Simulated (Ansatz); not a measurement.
Band structure of ZrNbCN (R3m, 4 atoms in the cell).

```yaml
crystal:
  lattice:
    - [1.60271, 0.92533, 5.26529]
    - [-1.60271, 0.92533, 5.26529]
    - [0.00000, -1.85065, 5.26529]
  atoms:
    - { symbol: Zr, position: [0.25235, 0.25235, 0.25235] }
    - { symbol: Nb, position: [0.74678, 0.74678, 0.74678] }
    - { symbol: C, position: [0.00328, 0.00328, 0.00328] }
    - { symbol: N, position: [0.49759, 0.49759, 0.49759] }
```

Method: LDA (PW92), PAW files made with PBE (plane waves; Ansatz, an electronic-structure program).

Settings: kpoints.mp_grid.grid = 11 11 11; hamiltonian.xc = lda; hamiltonian.pseudopotentials = {kind: paw} (the program's default PAW files); scf.occupations.method = fermi_dirac; scf.occupations.width = 0.1 eV; kpoints.band_path.path = [[0.0, 0.0, 0.0], [0.5, 0.0, 0.0], [0.5, 0.18725652, -0.18725652]]; kpoints.band_path.npoints = 8.

The starting cell comes from a database of computed structures (which also holds hypothetical and non-ambient phases and stackings), without a prior relaxation at this level. Its lattice was rescaled by a random factor within 2.5 % of one. Spin polarisation is off.

Levels in eV from the Fermi level, bands 14 to 20:
| point | 14 | 15 | 16 | 17 | 18 | 19 | 20 |
|---|---|---|---|---|---|---|---|
| Γ | -1.52 | -1.38 | -1.38 | -0.77 | -0.77 | -0.70 | 1.11 |
| L | -4.49 | -3.98 | -3.38 | -0.98 | 0.33 | 2.27 | 2.75 |
| B1 | -4.41 | -4.05 | -3.65 | 0.26 | 0.67 | 1.84 | 3.23 |

Bands cross the Fermi level along this path, so the cell is metallic at this level.

Keys are those of Ansatz 0.2.
